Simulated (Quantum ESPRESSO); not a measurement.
Density of states of Ti3Al (P6_3/mmc, 8 atoms in the cell).

```
Ti3Al
1.0
    5.61263     0.00000     0.00000
   -2.80631     4.86068     0.00000
    0.00000     0.00000     4.52173
Ti Al
6 2
Direct
  0.82990   0.65980   0.25000
  0.17010   0.34020   0.75000
  0.17010   0.82990   0.75000
  0.82990   0.17010   0.25000
  0.34020   0.17010   0.25000
  0.65980   0.82990   0.75000
  0.33333   0.66667   0.25000
  0.66667   0.33333   0.75000
```

Method of the run: PBE, GBRV 1.5 ultrasoft (PBE) pseudopotentials (plane waves; Quantum ESPRESSO).

SCF settings: ecutwfc = 50 Ry; ecutrho = 400 Ry; occupations = smearing; smearing = gauss; degauss = 0.0147 Ry; potentials = {Ti: ti_pbe_v1.4.uspp.F.UPF, Al: al_pbe_v1.uspp.F.UPF}; K_POINTS = automatic 4 4 4 0 0 0; conv_thr = 1e-09 Ry; mixing_beta = 0.7. Keys of the DOS step: nscf.calculation = nscf; nscf.occupations = tetrahedra_opt; nscf.nbnd = 49; nscf.startingwfc = random; nscf.diago_thr_init = 1e-06; nscf.diagonalization = cg; nscf.K_POINTS = automatic 10 10 10 0 0 0; dos.x.fildos = dos.dat; dos.x.Emin = -15 eV; dos.x.Emax = 30 eV; dos.x.DeltaE = 0.1 eV.

The starting cell comes from a database of computed structures (which also holds hypothetical and non-ambient phases and stackings), without a prior relaxation at this level. Its lattice was rescaled by a random factor within 2.5 % of one. Spin polarisation is off.

Total DOS (both spins), as means of the tabulated values in each energy bin; the zero is the program's Fermi level or highest filled level, and the curve is cut to this window:

```
E (eV) | states/eV/cell
    -7.75 |  0.17
    -7.25 | # 0.64
    -6.75 | ## 1.03
    -6.25 | ### 1.27
    -5.75 | ##### 2.12
    -5.25 | ###### 2.37
    -4.75 |  0.00
    -4.25 | # 0.37
    -3.75 | ####### 3.00
    -3.25 | ######### 3.97
    -2.75 | ###### 2.75
    -2.25 | ############ 5.06
    -1.75 | #################### 8.32
    -1.25 | ################## 7.61
    -0.75 | ################## 7.70
    -0.25 | ############################ 11.8
     0.25 | ############ 5.15
     0.75 | ############################## 12.7
     1.25 | ########### 4.68
```

Around zero the curve holds about 6.2 states/eV/cell.
